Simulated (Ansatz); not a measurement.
# Effective masses and thermopower of CaZrN$_{2}$ (R-3m)

Data:

```yaml
crystal:
  lattice:
    - [1.64299, 0.94858, 5.55586]
    - [-1.64299, 0.94858, 5.55586]
    - [0.00000, -1.89716, 5.55586]
  atoms:
    - { symbol: Ca, position: [0.00000, 0.00000, 0.00000] }
    - { symbol: Zr, position: [0.50000, 0.50000, 0.50000] }
    - { symbol: N, position: [0.23853, 0.23853, 0.23853] }
    - { symbol: N, position: [0.76147, 0.76147, 0.76147] }
```

The numbers are results of PBEsol, rigid bands (plane waves, PAW, scalar-relativistic; Ansatz, a program for electronic structure), not measurements. Geometry: cell and atoms relaxed with PBEsol.

```
Property                                                                                                                                                          Result
---------------------------------------------------------------------------------------------------------------------------------------  -------------------------------
band gap                                                                                                                                                         0.37 eV
electron conductivity mass (300 K, dilute)                                                                                               0.26 (x), 0.26 (y), 0.27 (z) mₑ
hole conductivity mass (300 K, dilute)                                                                                                   0.40 (x), 0.40 (y), 0.92 (z) mₑ
effective density of states N_c (300 K)                                                                                                                      1.6e19 cm⁻³
effective density of states N_v (300 K)                                                                                                                      1.9e19 cm⁻³
density-of-states mass, electrons                                                                                                                                0.75 mₑ
density-of-states mass, holes                                                                                                                                    0.84 mₑ
Seebeck coefficient, n-type 1e19 cm⁻³, 300 K                                                                                                                   -260 μV/K
best n-type power factor at 300 K for τ = 10 fs (best axis; densities from 1e16 to 1e21 cm⁻³ tried, whether or not they can be reached)      9.7 μW/(cm·K²) at 3e19 cm⁻³
Seebeck coefficient, p-type 1e19 cm⁻³, 300 K                                                                                                                    275 μV/K
best p-type power factor at 300 K for τ = 10 fs (best axis; densities from 1e16 to 1e21 cm⁻³ tried, whether or not they can be reached)      7.7 μW/(cm·K²) at 1e20 cm⁻³
```

Rigid bands; masses and Seebeck coefficients take one relaxation time τ for all states and one kind of carrier; polarons and phonon drag are left out. Spin-orbit coupling is left out; where it splits the top of the valence band, N_v and the p-type Seebeck coefficient come out somewhat high without it.

Computed structure with no diffraction record at hand here (it may be known, metastable or hypothetical): CaZrN2 (R-3m).
